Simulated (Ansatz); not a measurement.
Short convergence ladders for AlFe3 (P4mm, 4 atoms in the cell)

```
AlFe3
1.0
    3.62109     0.00000     0.00000
    0.00000     3.62109     0.00000
    0.00000     0.00000     3.62109
Al Fe
1 3
Direct
  0.00000   0.00000   0.01381
  0.00000   0.50000   0.50000
  0.50000   0.00000   0.50000
  0.50000   0.50000   0.00000
```
Moments meant for the start (each program seeds them in its own way; μB, in the order of the atoms Al Fe Fe Fe): 0.0 4.0 4.0 4.0.

Base method: PBEsol, default PAW files made with PBE (plane waves; Ansatz, an electronic-structure program).

Base settings: basis.ecutwfc = 420 eV; kpoints.mp_grid.grid = 5 5 5; hamiltonian.xc = pbesol; hamiltonian.pseudopotentials = {kind: paw} (the program's default PAW files); magnetization.spin_polarized = true; scf.occupations.method = fermi_dirac; scf.occupations.width = 0.1 eV.

The count of work is k-points × plane waves × bands × iterations; it is no time. 

**The cutoff for other potential files**

Level: DFT, PBEsol, plane waves, harder PAW files (source: ansatz) made with PBE.

In this ladder: hamiltonian.pseudopotentials = {kind: paw, source: ansatz}.

The second cell is the first with its lattice scaled by 0.98.

The mesh stays at the base's, so the ladder's end is converged at best in this setting alone.

The first pressure column holds Ansatz's estimate of the finite-basis (Pulay) stress, which hides part of the cutoff error; the other is without it.

Only quantities that move along the ladder and can be compared are tabulated.

| basis.ecutwfc | free energy less the last step's (meV/atom) | energy of the compressed cell less the first (meV/atom) | pressure (GPa) | pressure without the Pulay estimate (GPa) | largest difference of a force vector from the last step's (eV/Å) | count of work / last |
|---|---|---|---|---|---|---|
| 405 eV | 4064.35 | -1.58 | -10.13 | -259.68 | 0.102 | 0.12 |
| 495 eV | 822.37 | 1.32 | -5.07 | -71.05 | 0.010 | 0.15 |
| 630 eV | 64.05 | 3.46 | -4.21 | -11.83 | 0.003 | 0.23 |
| 765 eV | 2.80 | 4.24 | -4.05 | -4.51 | 0.000 | 0.31 |
| 900 eV | 0.27 | 4.28 | -4.04 | -4.06 | 0.000 | 0.39 |
| 1080 eV | 0.13 | 4.27 | -4.04 | -4.05 | 0.000 | 0.52 |
| 1350 eV | 0.04 | 4.27 | -4.04 | -4.05 | 0.000 | 0.71 |
| 1800 eV | 0.00 | 4.27 | -4.05 | -4.05 | 0.000 | 1.0 |

Coarsest basis.ecutwfc that holds the free energy within 5 meV/atom of the last step, with all finer ones: 765 eV, at 0.31 of the last step's count of work; the step before is off by 64 meV/atom.

Coarsest basis.ecutwfc that holds the pressure without the Pulay estimate within 0.2 GPa of the last step, with all finer ones: 900 eV, at 0.39 of the last step's count of work; the step before is off by 0.47 GPa.

Coarsest basis.ecutwfc that holds the energy of the compressed cell less the first within 0.5 meV/atom of the last step, with all finer ones: 765 eV, at 0.31 of the last step's count of work; the step before is off by 0.81 meV/atom.

The energy difference between the two cells stays within 1 meV/atom of the last step's from 630 eV on, the total only from 900 eV on: much of the error is common to both cells and cancels.

At the lowest cutoff the pressure without the Pulay estimate lies 256 GPa under the last step's, the usual sign of Pulay stress in an incomplete plane-wave basis.

**The density cutoff**

The mesh stays at the base's, so the ladder's end is converged at best in this setting alone.

Only quantities that move along the ladder and can be compared are tabulated.

```tsv
basis.ecutrho_ratio	free energy less the last step's (meV/atom)	pressure (GPa)
2	-1.10	-3.85
3	-0.03	-4.00
4	-0.02	-4.00
5	-0.01	-4.00
6	0.00	-4.00
8	0.00	-4.00
10	0.00	-4.00
12	0.00	-4.00
16	0.00	-4.00
```

Coarsest basis.ecutrho_ratio that holds the free energy within 0.5 meV/atom of the last step, with all finer ones: 3; the step before is off by 1.1 meV/atom.

Coarsest basis.ecutrho_ratio that holds the pressure within 0.05 GPa of the last step, with all finer ones: 3; the step before is off by 0.14 GPa.

**The relaxed cell against the cutoff**

On AlFe3 (Pm-3m, 4 atoms in the cell): atoms on their sites.

In this ladder: relax = cell and atoms.

The mesh stays at the base's, so the ladder's end is converged at best in this setting alone.

Only quantities that move along the ladder and can be compared are tabulated.

| basis.ecutwfc | relaxed volume (Å³/atom) | relaxation steps |
|---|---|---|
| 250 eV | 13.005 | 36 |
| 295 eV | 11.811 | 16 |
| 355 eV | 11.576 | 8 |
| 420 eV | 11.575 | 5 |
| 505 eV | 11.575 | 5 |
| 630 eV | 11.574 | 5 |
| 840 eV | 11.574 | 5 |

Coarsest basis.ecutwfc that holds the relaxed volume within 0.058 Å³/atom of the last step, with all finer ones: 355 eV; the step before is off by 0.24 Å³/atom.

At the lowest cutoff the cell relaxes to a volume 12 % larger than at the highest. Ansatz relaxes on a stress corrected for the finite basis.

On the base run: the starting cell comes from a database of computed structures (which also holds hypothetical and non-ambient phases and stackings), without a prior relaxation at this level. Its lattice was rescaled by up to half a per cent. One atom was moved a little off its site on purpose. The magnetic order is the one reached from the typed start; others were not searched systematically. Without a gap this mesh is coarse (it stands for a supercell whose shortest vector is 18 Å).

Left out of this page: 1 run of the series failed or unconverged.

Keys are those of Ansatz 0.2.
